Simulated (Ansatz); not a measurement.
Functionals compared on the (100) surface of 3C silicon carbide in its 1x1 cell (cut with top plane C, bottom plane C), relaxed from an ideal cut (the real face may reconstruct), outermost plane spacing 1.10 Å in the ideal cut (one of several cuts of this face), with 1 C a cell over the bulk's ratio, in Ansatz (plane waves, PAW). The structure was relaxed with PBE; the other rows are single points on it, each with its references at the same level. Cutoff 420 eV (500 eV for r2SCAN).

Set-up: 11 atoms, C6Si5, 11.0 Å thick at the start; mesh 8x8x1; 0.025 eV smearing; dipole correction on; all atoms relaxed; start symmetry kept, larger cells not searched; no spin (no spin-polarised run to compare, though such a face may carry moments), no spin-orbit, no U. The slab shows no gap on its mesh. These notes are the PBE run's.

```json
[
 {"functional": "PBE", "work function of the top face (eV)": "7.00", "ionisation potential (eV)": "7.31", "rough cost of the single point": "–"},
 {"functional": "LDA", "work function of the top face (eV)": "[?]", "ionisation potential (eV)": "[?]", "rough cost of the single point": "around 18 core-seconds (rough)"},
 {"functional": "PBEsol", "work function of the top face (eV)": "7.02", "ionisation potential (eV)": "7.31", "rough cost of the single point": "about 18 core-seconds (a rough figure)"},
 {"functional": "RPBE", "work function of the top face (eV)": "6.90", "ionisation potential (eV)": "7.21", "rough cost of the single point": "around 14 core-seconds (rough)"},
 {"functional": "r2SCAN", "work function of the top face (eV)": "7.25", "ionisation potential (eV)": "7.61", "rough cost of the single point": "roughly 28 core-seconds"}
]
```

Some entries are withheld; supply them.


- LDA, work function of the top face (eV): 7.23
- LDA, ionisation potential (eV): 7.52

Ansatz is a first-principles code.
